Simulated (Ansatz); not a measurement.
Levels about the gap of amorphous In9Ga9Zn9O38Sn (66 atoms in a cell of 835 Å³, 5.92 g/cm³; zone centre alone, so wide bands show as single levels with stretches between that a denser mesh fills), at the geometry that PBE relaxed, where it gives 0.2 GPa on a denser mesh. The participation number counts the atoms over which a state spreads; weights are charges in smoothed Voronoi cells. The levels come from a single point, so bond lengths are those of that geometry. Method of the levels: r2SCAN, scalar-relativistic without spin-orbit coupling (Ansatz, an electronic-structure program). Sampling: the zone centre alone; Fermi-Dirac width 0.02 eV; no spin polarisation. At PBE the levels at the filled edge of the gap are localised (band-tail or defect states).

The cell was made by melting and quenching with the CHGNet potential and then relaxed with DFT. O atoms were pushed apart under 1.9 Å during the dynamics, to hinder bonds among them. The hot cell started wider than the set density and was brought back towards it in steps. It is the lowest in DFT energy of 2 quenches. It is a model cell: composition and starting density were chosen by hand, and all elements were melted together. No dispersion term was used. Its density started from a set value of 5.91 and ended at 5.92 g/cm³. The simulated quench (nominally 260 K/ps over its main leg) is rapid and tends to freeze in more defects than a deposited or slowly cooled glass has. A cell of this size samples the disorder only roughly. Volume and shape were free in the relaxation.

```csv
"E - E(highest filled), eV",filling,participation number,largest on,weight O,weight In,weight Zn,weight Ga
-0.46,filled,7.9,"O, 3 neighbours",0.90,0.02,0.07,0.01
-0.43,filled,18.1,"O, 3 neighbours",0.86,0.02,0.11,0.01
-0.35,filled,17.3,"O, 4 neighbours",0.86,0.02,0.11,0.01
-0.34,filled,13.9,"O, 4 neighbours",0.84,0.01,0.13,0.01
-0.22,filled,6.9,"O, 3 neighbours",0.87,0.01,0.10,0.01
-0.14,filled,12.2,"O, 3 neighbours",0.85,0.01,0.13,0.01
0.00,filled,8.8,"O, 4 neighbours",0.78,0.01,0.20,0.01
1.14,empty,59.8,"In, 6 neighbours",0.50,0.21,0.14,0.13
3.83,empty,37.3,"In, 6 neighbours",0.58,0.30,0.04,0.06
4.09,empty,45.9,"In, 5 neighbours",0.58,0.20,0.10,0.11
4.28,empty,38.8,"In, 6 neighbours",0.57,0.26,0.06,0.09
4.34,empty,35.2,"In, 6 neighbours",0.56,0.18,0.12,0.14
4.48,empty,41.1,"Ga, 4 neighbours",0.57,0.19,0.13,0.10
4.66,empty,41.6,"Zn, 4 neighbours",0.55,0.18,0.19,0.08
```

Most localised among these is the filled level at -0.22 eV, on a O atom, which has 3 neighbours (Ga 1.89 Å, Zn 1.96 Å, In 2.12 Å).
